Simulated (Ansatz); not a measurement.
Start from BiB in the zinc blende structure (space group F-43m, No. 216; a = 5.4905 Å; a hypothetical phase, not in the database extracts checked).

All numbers come from r2SCAN (Ansatz, a first-principles code; PAW; 500 eV plane waves; no spin-orbit coupling).

Before the change:

The band gap is 0.39 eV. The volume per atom is 20.69 Å³.

Perturbation: hydrostatic tension (pressure −2 GPa).

Q: What happens to the band gap and volume per atom?

A: The band gap decreases by 0.211 eV, from 0.39 eV to 0.17 eV; the volume per atom rises by 0.56 Å³ to 21.25 Å³.

Spin-orbit coupling, missing from the scalar runs, can matter with Bi. Load acts through the strain it causes; cell and atoms are relaxed under it. Stability against distortions was not tested. The zero or small gap of BiB under pressure −2 GPa can change with the level of theory.
